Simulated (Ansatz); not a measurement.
# GaN: response to strain

Consider GaN in the zinc blende structure (space group F-43m, No. 216; a = 4.498 Å).

Strains are applied to the cell and any free atomic positions relax.

All numbers come from r2SCAN (Ansatz, an electronic-structure program, PAW, no SOC).

```csv
isotropic strain (%),pressure (GPa)
0,0.0
0.5,-2.8
1,-5.5
1.5,-8.0
2,?
2.5,-12.4
3,-14.4
```

Question: Fit P = P₀ − Bδ + Cδ² with δ = (1 + ε)³ − 1 to the rows shown and predict the withheld row.

Answer: Least squares on the printed values gives P₀ = 0.0 GPa, B = 194 GPa, C = 418 GPa (largest residual 0.0 GPa); this predicts -10.3 GPa, and the run gives -10.3 GPa, in agreement.

No phonon test of stability was made. This is not the structure that GaN has at room temperature and ambient pressure.
